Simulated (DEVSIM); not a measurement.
Device: abrupt Ge n-p junction, at 400 K.

```
layer (left to right)  material  thickness (μm)  Nd (cm⁻³)  Na (cm⁻³)  τn (s)  τp (s)
---------------------  --------  --------------  ---------  ---------  ------  ------
1                            Ge            1.20     3.3e15          -  1.3e-5  1.3e-5
2                            Ge            13.0          -     1.1e14  1.3e-5  1.3e-5
```

Left contact: ohmic. Right contact: ohmic. Voltage is applied to the left contact. Recombination: SRH at mid-gap, Auger. Mobility is constant in doping.

This is a model device: material constants are rounded textbook-type values typed into the input, and sizes, dopings and lifetimes were drawn at random. Values at 300 K; Nc and Nv go as T^1.5, mobilities as T to minus their exponent, the gap by Varshni's rule with the affinity fixed.

```csv
parameter,Ge
gap (eV),0.664
affinity (eV),4
permittivity,16
Nc (cm⁻³),1.04e19
Nv (cm⁻³),6e18
μn (cm²/Vs),3900
μp (cm²/Vs),1900
T exponent of μn,1.66
T exponent of μp,2.33
Cn (cm⁶/s),1e-31
Cp (cm⁶/s),1e-31
Varshni α (eV/K),0.000477
Varshni β (K),235
```

DEVSIM, 1D drift-diffusion, Boltzmann statistics, complete ionisation; no tunnelling, impact ionisation, image-force lowering or self-heating.

Question: Give the dark forward current.

Answer: 
(V (V), J (A/cm²)): (-0.05, -29); (-0.10, -61); (-0.15, -96); (-0.20, -130); (-0.25, -180); (-0.30, -220); (-0.35, -270); (-0.40, -320); (-0.45, -370); (-0.50, -430); (-0.55, -490); (-0.60, -550); (-0.65, -610); (-0.70, -680); (-0.75, -750); (-0.80, -820); (-0.85, -890); (-0.90, -970); (-0.95, -1000); (-1.00, -1100); (-1.05, -1200); (-1.10, -1300); (-1.15, -1400)
